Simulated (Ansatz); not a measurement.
Results of LDA (PAW; Ansatz, a program for electronic structure) for Te3As2 (model structure, R-3m, No. 166, 5 atoms in the cell).

Settings: plane-wave cutoff 520 eV, 16×16×16 k mesh, Fermi–Dirac smearing 0.05 eV, scalar-relativistic PAW data made under PBE.

Cell (relaxed with PBEsol):

```cif
data_As2Te3
_chemical_formula_sum 'As2 Te3'
_space_group_name_H-M_alt 'P 1'
_space_group_IT_number 1
_cell_length_a 9.82106
_cell_length_b 9.82106
_cell_length_c 9.82106
_cell_angle_alpha 23.762
_cell_angle_beta 23.762
_cell_angle_gamma 23.762
loop_
_space_group_symop_operation_xyz
  'x, y, z'
loop_
_atom_site_label
_atom_site_type_symbol
_atom_site_fract_x
_atom_site_fract_y
_atom_site_fract_z
_atom_site_occupancy
As1 As 0.39680 0.39680 0.39680 1
As2 As 0.60320 0.60320 0.60320 1
Te1 Te 0.00000 0.00000 0.00000 1
Te2 Te 0.21422 0.21422 0.21422 1
Te3 Te 0.78578 0.78578 0.78578 1
```

Q: Predict the band gap.

A: 
- band gap: 0.20 eV (on the SCF k mesh)

Note: the relaxation could raise the start's symmetry but not lower it, so the cell can be a saddle point; cell and atoms aren't relaxed at this level (largest force component 0.07 eV/Å, pressure -1.2 GPa).

Spin–orbit coupling is not included; it can close the smallest gap of 0.20 eV.

A model structure was made by putting elements into a prototype or built by hand; it is no filed structure, need not be a known phase, and can be a saddle point held by its symmetry.
